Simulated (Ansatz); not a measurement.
Start from Ba in the bcc (W type) structure (space group Im-3m, No. 229; a = 4.8805 Å).

Level of theory: PBEsol (Ansatz, a quantum-chemistry and plane-wave program; PAW; 420 eV plane waves; scalar-relativistic without spin-orbit coupling).

Before the change:

```
Property              Result
-------------------  -------
Lattice parameter a  4.881 Å
```

Modification: Cs takes the place of Ba on all its sites, then cell and atoms are relaxed.

Task: What does the calculation give for the lattice parameter a after the change?

Result: The lattice parameter a goes up by 1.128 Å to 6.009 Å.

No phonon test of stability was made. The base started in Cmcm and relaxed to Im-3m at this level. All final runs are without spin polarisation.
